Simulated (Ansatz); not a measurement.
Here is the system:

```
CELL_PARAMETERS angstrom
      2.74024     0.00000     0.00000
     -1.37012     2.37312     0.00000
      0.00000     0.00000     4.40039
ATOMIC_POSITIONS crystal
  Mo 0.66667 0.33333 0.00000
  Ru 0.33333 0.66667 0.50000
```

Computed with PBEsol, DFPT electron-phonon coupling, linearised Boltzmann equation (plane waves, PAW, scalar-relativistic; Ansatz, a quantum-chemistry and plane-wave program). Geometry: relaxed with this functional, without spin-orbit coupling.

Predict λ, the logarithmic mean phonon energy and the superconducting Tc for μ* = 0.13 referred to 19.8 meV.

λ = 0.72, ħω_log = 18.4 meV, Tc 6.4 K from the anisotropic Eliashberg equations. μ* is a chosen number, and Tc is 9.8 K at 0.08 and 4.7 K at 0.16.

A metal at this level (no band gap). The phonons are harmonic. Spin-orbit coupling is left out. Spin fluctuations, which work against superconductivity with these elements, are left out. For metals of groups 4 to 10, Tc at these values of μ* can lie well above the measured one. The self-energy correction of the phonons between q points moved λ by about 2 %. Halving the electron mesh (36x36x20) moves the coupling by up to 2 %, Tc by up to 3 %. Smearing 0.20 eV; phonons on a 6x6x3 q mesh, which this run doesn't test.

Computed structure with no diffraction record at hand here (it may be known, metastable or hypothetical): MoRu (P-6m2).
